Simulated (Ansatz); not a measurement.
**HfSi (model structure, started from the NbAs type, I4₁md, No. 109, 4 atoms in the cell): lattice parameter c by level of theory**

No measured value is used here.

```tsv
level (code)	value (Å)
LDA (Ansatz)	13.549
PBE (Ansatz)	13.638
PBEsol (Ansatz)	13.641
PBE-D3(BJ) (Ansatz)	13.587
r²SCAN (Ansatz)	13.492
r²SCAN+rVV10 (Ansatz)	13.481
```

Density-functional levels without +SOC have no spin–orbit coupling. Cutoffs differ between the levels. Ansatz's density-functional and Hartree–Fock values are scalar-relativistic unless marked +SOC, with PAW data made under PBE.

A model structure was made by putting elements into a prototype or built by hand; it is no filed structure, need not be a known phase, and can be a saddle point held by its symmetry.

Ansatz is a quantum-chemistry and plane-wave program.
